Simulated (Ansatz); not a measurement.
Consider the following.

```
CELL_PARAMETERS angstrom
      3.60145     2.07930     6.93164
     -3.60145     2.07930     6.93164
      0.00000    -4.15860     6.93164
ATOMIC_POSITIONS crystal
  Cr 0.33354 0.33354 0.33354
  Cr 0.66646 0.66646 0.66646
  I  0.07356 0.71047 0.43887
  I  0.43887 0.07356 0.71047
  I  0.71047 0.43887 0.07356
  I  0.92644 0.28953 0.56113
  I  0.56113 0.92644 0.28953
  I  0.28953 0.56113 0.92644
```

Spin-polarised, with starting moments of sign Cr+ Cr+ I0 I0 I0 I0 I0 I0.

Method: r2SCAN+rVV10 (Ansatz, a program for electronic structure), no spin-orbit coupling. Settings: 6×6×6 k-points, 0.05 eV Fermi–Dirac smearing.

Q: Estimate the width of the top valence band.

A: 0.52 eV.

Q: What largest site moment does the calculation give?

A: 3.14 μB.

Other magnetic orders, which the real material may have, were not ruled out. Spin-orbit coupling, missing from the scalar runs, can matter with I. The levels and masses belong to the bands next to the band gap. The cells carry an imposed strain or load. Whether these cells are dynamically stable was not tested. The cell was made from CrI3 in the BiI3 type structure (space group R-3, No. 148; ferromagnetic; layered, stacked along the Cartesian z axis) by this change: isotropic strain +4.51 %.
